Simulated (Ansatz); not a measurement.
**NbB$_{2}$ (space group P6/mmm, No. 191)**

```yaml
crystal:
  lattice:
    - [3.09680, 0.00000, 0.00000]
    - [-1.54840, 2.68191, 0.00000]
    - [0.00000, 0.00000, 3.28642]
  atoms:
    - { symbol: Nb, position: [0.00000, 0.00000, 0.00000] }
    - { symbol: B, position: [0.33333, 0.66667, 0.50000] }
    - { symbol: B, position: [0.66667, 0.33333, 0.50000] }
```

Method: Ansatz (an electronic-structure program), PBEsol, PAW, cutoff 420 eV, no spin-orbit coupling. Γ-centred 17×17×14 mesh, Fermi–Dirac width 0.05 eV.

| Property | Result |
|---|---|
| Volume per atom | 9.10 Å³ |
| Density | 6.97 g/cm³ |
| Band gap | zero |
| Total energy | -1601.050 eV/atom (σ→0; compares only within this code and set-up) |

No phonon test of stability was made. All final runs are without spin polarisation. An odd electron count without spin: NbB2.
